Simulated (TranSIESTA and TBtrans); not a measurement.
## In chain with one bond stretched by 0.3 Å

Device: In chain with one bond stretched by 0.3 Å. Leads: straight In chain, spacing 2.9 Å. Geometry: as built, not relaxed.

TranSIESTA and TBtrans, PBE, SZP numerical orbitals (energy shift 0.15 eV), PseudoDojo norm-conserving scalar-relativistic potentials, mesh cutoff 200 Ry, 300 K, no spin polarisation, no spin-orbit coupling; self-consistent non-equilibrium Green functions.

```
Item                               Value
---------------------------------  -----
Conductance at 300 K (G0 = 2e²/h)   2.89
Mean T from −0.5 to 0.5 eV          2.20
```

Energies count from the leads' Fermi level. Transmissions are for one spin of a degenerate pair. The energy step is 0.01 eV; narrower resonances are cut or missed.

| E (eV) | T | lead channels |
|---|---|---|
| -1.95 | 0.89 | 1 |
| -1.80 | 0.80 | 1 |
| -1.65 | 0 | 0 |
| -1.50 | 0 | 0 |
| -1.35 | 0 | 0 |
| -1.20 | 0.98 | 1 |
| -1.05 | 0.98 | 1 |
| -0.90 | 0.98 | 1 |
| -0.75 | 0.98 | 1 |
| -0.60 | 0.98 | 1 |
| -0.45 | 0.97 | 1 |
| -0.30 | 0.97 | 1 |
| -0.15 | 2.56 | 3 |
| 0.00 | 2.90 | 3 |
| 0.15 | 2.86 | 3 |
| 0.30 | 2.80 | 3 |
| 0.45 | 2.75 | 3 |
| 0.60 | 2.74 | 3 |
| 0.75 | 2.75 | 3 |
| 0.90 | 2.77 | 3 |
| 1.05 | 2.79 | 3 |
| 1.20 | 2.81 | 3 |
| 1.35 | 2.82 | 3 |
| 1.50 | 2.83 | 3 |
| 1.65 | 2.83 | 3 |
| 1.80 | 2.83 | 3 |
| 1.95 | 2.82 | 3 |

The straight chain is held at its spacing; free chains may zigzag or dimerise. No spin-polarised start was tried, so a magnetic state, if there is one, is missed.
